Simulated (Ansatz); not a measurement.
We consider SrAlO2F (model structure, started from the SrVO2H type, P4/mmm, No. 123, 5 atoms in the cell), described by PBEsol (PAW; Ansatz, an electronic-structure program).

Run with plane-wave cutoff 520 eV, 10×10×10 k mesh, Fermi–Dirac smearing 0.01 eV, scalar-relativistic PAW data made under PBE.

Cell (relaxed at this level):

```cif
data_AlFO2Sr
_chemical_formula_sum 'Sr1 Al1 O2 F1'
_space_group_name_H-M_alt 'P4/mmm'
_space_group_IT_number 123
_space_group_name_Hall '-P 4 2'
_cell_length_a 3.77597
_cell_length_b 3.77597
_cell_length_c 3.81256
_cell_angle_alpha 90.000
_cell_angle_beta 90.000
_cell_angle_gamma 90.000
loop_
_atom_site_label
_atom_site_type_symbol
_atom_site_symmetry_multiplicity
_atom_site_Wyckoff_symbol
_atom_site_fract_x
_atom_site_fract_y
_atom_site_fract_z
_atom_site_occupancy
Sr1 Sr 1 d 0.50000 0.50000 0.50000 1
Al1 Al 1 a 0.00000 0.00000 0.00000 1
O1 O 2 f 0.00000 0.50000 0.00000 1
F1 F 1 b 0.00000 0.00000 0.50000 1
```

Question: Estimate the band gap, Γ–Γ gap and bulk modulus that the calculation returns.

Answer: 
band gap: 3.53 eV (on the SCF k mesh)
Γ–Γ gap: 4.42 eV
bulk modulus: 156 GPa

Note: the bulk modulus is −V dP/dV from two relaxed cells at ±2 % in volume; the relaxation could raise the start's symmetry but not lower it, so the cell can be a saddle point.

Spin–orbit coupling is not included.

The computed numbers hold no vibrational or temperature effects.

Cost on a shared machine: very roughly 30 core-seconds.

A model structure was made by putting elements into a prototype or built by hand; it is no filed structure, need not be a known phase, and can be a saddle point held by its symmetry.
